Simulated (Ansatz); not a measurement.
CaC2 (within 0.1 Å of C2/m, No. 12, 6 atoms in the cell; start mp-642822) was calculated with HSE06 (PAW; Ansatz, an electronic-structure program).

Numerical settings: plane-wave cutoff 500 eV, 6×6×4 k mesh (along the axes of the cell as run), gaussian smearing 0.02 eV, scalar-relativistic PAW data made under PBE.

Cell (relaxed with r²SCAN):

```
CELL_PARAMETERS angstrom
      4.04661    -0.12720     0.09482
      1.81479     3.41419     0.19420
      0.57346     1.27894     6.87606
ATOMIC_POSITIONS crystal
  Ca 0.25000 0.99998 0.75000
  Ca 0.75000 0.00002 0.25000
  C  0.14045 0.39489 0.05345
  C  0.85955 0.60511 0.94655
  C  0.35955 0.60512 0.44655
  C  0.64045 0.39488 0.55345
```

Q: Estimate the band gap that the calculation returns.

A: 
band gap: 2.70 eV (on the SCF k mesh)

Note: cell and atoms aren't relaxed at this level (largest force component 0.17 eV/Å).

Static lattice: no zero-point or thermal effects.

The result took around 7 core-minutes (rough).

A start named mp-… is a Materials Project structure, which need not be a measured phase.
